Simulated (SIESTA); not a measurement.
Input and output of a relaxation of cell and atoms for AgAu₃ (Pm-3m, 4 atoms in the cell) (SIESTA).

Method of the run: LDA PW92, numerical atomic orbitals DZP, PseudoDojo LDA standard norm-conserving potentials (rewritten from UPF to PSML) run with SIESTA 5.4.2.

```
AgAu3
1.0
    4.12163     0.00000     0.00000
    0.00000     4.12163     0.00000
    0.00000     0.00000     4.12163
Ag Au
1 3
Direct
  0.50000   0.50000   0.50000
  0.50000   0.00000   0.00000
  0.00000   0.50000   0.00000
  0.00000   0.00000   0.50000
```

Reference input (self-consistent single point, DFT, LDA PW92, numerical atomic orbitals DZP, PseudoDojo LDA standard norm-conserving potentials (rewritten from UPF to PSML)): XC.functional = LDA; XC.authors = PW92; potentials = PseudoDojo LDA standard; PAO.BasisSize = DZP; PAO.EnergyShift = 0.01 Ry; MeshCutoff = 300 Ry; kgrid.MonkhorstPack = 6 6 6; OccupationFunction = FD; ElectronicTemperature = 1160.45 K; MaxSCFIterations = 150; SCF.Mixer.Method = Broyden; SCF.Mixer.Weight = 0.25. This run's input differs from it in these lines:

```diff
@@ -43,2 +43,7 @@
 Diag.ParallelOverK           true
+MD.TypeOfRun                 Broyden
+MD.Steps                     40
+MD.MaxForceTol               0.02 eV/Ang
+MD.VariableCell              true
+MD.MaxStressTol              0.05 GPa
 WriteForces                  true
```

Output, abridged:

```
        iscf     Eharris(eV)        E_KS(eV)     FreeEng(eV)     dDmax    Ef(eV) dHmax(eV)
   scf:    1   -16211.593647   -16241.350275   -16241.399482  1.736403  0.226702 13.643100
   scf:    2   -16265.731418   -16255.528355   -16255.584888  0.754485 -1.129080  5.728098
   scf:    3   -16259.126065   -16257.961782   -16258.011662  0.292945 -1.885145  0.631723
   scf:    4   -16257.996555   -16257.985486   -16258.035971  0.040728 -1.950219  0.107370
   scf:    5   -16257.982023   -16257.985010   -16258.035581  0.009135 -1.991650  0.137635
   [... 4 lines left out ...]
   scf:   10   -16257.986499   -16257.986503   -16258.036919  0.000295 -1.993594  0.000142
   scf:   11   -16257.986503   -16257.986503   -16258.036919  0.000018 -1.993594  0.000075
   scf:   12   -16257.986503   -16257.986503   -16258.036919  0.000012 -1.993594  0.000055
   scf:   13   -16257.986503   -16257.986503   -16258.036919  0.000008 -1.993594  0.000040
SCF Convergence by DM+H criterion
max |DM_out - DM_in|         :     0.0000080369
max |H_out - H_in|      (eV) :     0.0000398906
SCF cycle converged after 13 iterations

Using DM_out to compute the final energy and forces

siesta: E_KS(eV) =           -16257.9865

siesta: E_KS - E_eggbox =    -16257.9865

siesta: Atomic forces (eV/Ang):
     1    0.000000    0.000000   -0.000000
     2   -0.000000    0.000000    0.000000
     3    0.000000   -0.000000    0.000000
     4    0.000000    0.000000   -0.000000
   Tot    0.000000    0.000000    0.000000
   Max    0.000000
   Res    0.000000    sqrt( Sum f_i^2 / 3N )
   Max    0.000000    constrained

Stress tensor Voigt[x,y,z,yz,xz,xy] (kbar):      130.43      130.43      130.43        0.00        0.00        0.00
(Free)E + p*V (eV/cell)   -16263.7371
   [... lines left out ...]
siesta: Pressure (static):       -130.43448021  kBar
siesta: Pressure (total):       -130.43448021  kBar
No target stress found, assuming hydrostatic MD.TargetPressure.
Target stress (kBar)
outcell: Cell volume (Ang**3)        :     64.4197
        iscf     Eharris(eV)        E_KS(eV)     FreeEng(eV)     dDmax    Ef(eV) dHmax(eV)
siesta: Pressure (static):         -0.44586133  kBar
siesta: Pressure (total):         -0.44586133  kBar
outcell: Cell volume (Ang**3)        :     64.4197
siesta: FreeEng =    -16258.285189
   [... lines left out ...]
siesta:     0.000278    0.000000   -0.000000
siesta:     0.000000    0.000278    0.000000
siesta:    -0.000000    0.000000    0.000278

siesta: Cell volume =         64.419705 Ang**3

siesta: Pressure (static):
siesta:                Solid            Molecule  Units
siesta:          -0.00000303         -0.00000303  Ry/Bohr**3
siesta:          -0.00027828         -0.00027829  eV/Ang**3
siesta:          -0.44586133         -0.44586263  kBar
```

The run converged. 

Summary of the result:
Free energy E − TS: -16258.2852 eV
Fermi level (on the code's own zero): -1.49 eV
Pressure: -0.04 GPa
Final cell: a = b = c = 4.009 Å, α = β = γ = 90.00°
Final volume per atom: 16.10 Å³
Relaxation steps: 12

The starting cell comes from a database of computed structures (which also holds hypothetical and non-ambient phases and stackings), without a prior relaxation at this level. Values carry the incompleteness of an atom-centred basis.

Cost on one core of a shared machine: roughly 2 min.
